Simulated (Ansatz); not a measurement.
Take Na in the bcc (W type) structure (space group Im-3m, No. 229; a = 4.170 Å) as the base.

All numbers come from PBEsol in Ansatz (plane waves to 420 eV, PAW, without spin-orbit coupling).

Base values:

- Volume per atom: 36.24 Å³

One thing is altered: a hydrostatic pressure of 0.3 GPa.

What does the calculation give for the volume per atom after the change?

The volume per atom falls by 1.289 Å³ to 34.96 Å³.

Load acts through the strain it causes; cell and atoms are relaxed under it. Whether these cells are dynamically stable was not tested.

Ansatz is a program for electronic structure.
